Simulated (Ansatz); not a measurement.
Reference: RhGe (P2_13), PBEsol, DFPT electron-phonon coupling, linearised Boltzmann equation (plane waves, PAW, scalar-relativistic; Ansatz, an electronic-structure program); geometry: relaxed with this functional, without spin-orbit coupling.

```cif
data_Ge4Rh4
_chemical_formula_sum 'Ge4 Rh4'
_space_group_name_H-M_alt 'P213'
_space_group_IT_number 198
_space_group_name_Hall 'P 2ac 2ab 3'
_cell_length_a 4.84333
_cell_length_b 4.84333
_cell_length_c 4.84333
_cell_angle_alpha 90.000
_cell_angle_beta 90.000
_cell_angle_gamma 90.000
loop_
_atom_site_label
_atom_site_type_symbol
_atom_site_symmetry_multiplicity
_atom_site_Wyckoff_symbol
_atom_site_fract_x
_atom_site_fract_y
_atom_site_fract_z
_atom_site_occupancy
Ge1 Ge 4 a 0.83837 0.83837 0.83837 1
Rh1 Rh 4 a 0.13141 0.13141 0.13141 1
```

| Property | Result |
|---|---|
| resistivity at 300 K | 64 μΩ·cm |

Q: Replace Ge by Si on the same sites and relax. What happens?

A: RhSi (P2_13): volume per atom 14.2 to 12.8 Å³; resistivity at 300 K stays about the same (64 μΩ·cm to 62 μΩ·cm).

Moves up to 9 % count as about the same. Metals; harmonic phonons alone scatter; means over directions. Halving the electron mesh moves these values by up to 6 %; q meshes are mostly untested. Spin-orbit coupling is left out.

Computed structure with no diffraction record at hand here (it may be known, metastable or hypothetical): RhGe (P2_13), RhSi (P2_13).
